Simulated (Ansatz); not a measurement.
# CsCl-type IrAl (model structure)

The numbers are results of LDA (plane waves, PAW; Ansatz, an electronic-structure program), not measurements.

Run with plane-wave cutoff 500 eV, 18×18×18 k mesh, Fermi–Dirac smearing 0.1 eV, no spin polarisation, scalar-relativistic PAW data made under PBE.

Cell (relaxed at this level):

AlIr is taken in the cubic space group Pm-3m (No. 221), the CsCl type structure, Pearson symbol cP2. Lattice parameters: a = b = c = 2.9696 Å, α = β = γ = 90.00°. Al on 1b is coordinated by 8 Ir at 2.572 Å and 6 Al at 2.970 Å. Ir on 1a is surrounded by 8 Al at 2.572 Å and 6 Ir at 2.970 Å. (Neighbours: up to the widest gap in distance over summed covalent radii, below 1.35, at either atom.)

| Quantity | Result |
|---|---|
| band gap | zero (no gap) |

Note: the relaxation could raise the start's symmetry but not lower it, so the cell can be a saddle point.

Spin–orbit coupling is not included.

A model structure was made by putting elements into a prototype or built by hand; it is no filed structure, need not be a known phase, and can be a saddle point held by its symmetry.
